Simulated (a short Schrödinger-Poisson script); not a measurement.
Solved with a short Schrödinger-Poisson script written for these runs: 1D Poisson equation in equilibrium, electrons quantum, Hartree (BenDaniel-Duke, 12 states a valley, the channel's in-plane mass for all, wave functions free to enter the dielectric), parabolic valleys, classical holes, full ionisation, no traps, pinning or gate leakage.

System: MOS inversion layer, SiO2 on p-type Ge(111), at 300 K.

From the gate side: 1.7 nm SiO2; 860 nm Ge, acceptors 2.3e17 cm⁻³.

Constants are typed, rounded textbook-type inputs, not results; the design itself was drawn at random and stands for no fabricated device. SiO2: permittivity 3.9, conduction-band edge (eV) 3.1, gap (eV) 9, electron mass (mₑ) 0.5. Ge: permittivity 16, conduction-band edge (eV) 0, gap (eV) 0.664, Nv at 300 K (cm⁻³) 6e18.

Channel valleys (confinement mass, in-plane density-of-states mass, number): L1 1.59, 0.08, 1; L3 0.09, 0.34, 3. At the gate the conduction-band edge of layer 1 lies 3.14 eV − eVg above the Fermi level of the channel; the field vanishes at the back. Gaps are held at their typed values at every temperature. Mesh 0.03 nm at interfaces.

Give the lowest subband against the Fermi level at Vg = 0.85 V (meV); the sheet density of all electrons at Vg = 0.25 V (cm⁻²); the capacitance at Vg = 0.85 V (μF/cm²).

lowest subband against the Fermi level at Vg = 0.85 V (meV): -70.2; sheet density of all electrons at Vg = 0.25 V (cm⁻²): 7.70e11; capacitance at Vg = 0.85 V (μF/cm²): 1.61. Only the L valleys are kept; under strong confinement the Δ valleys of Ge fill too.
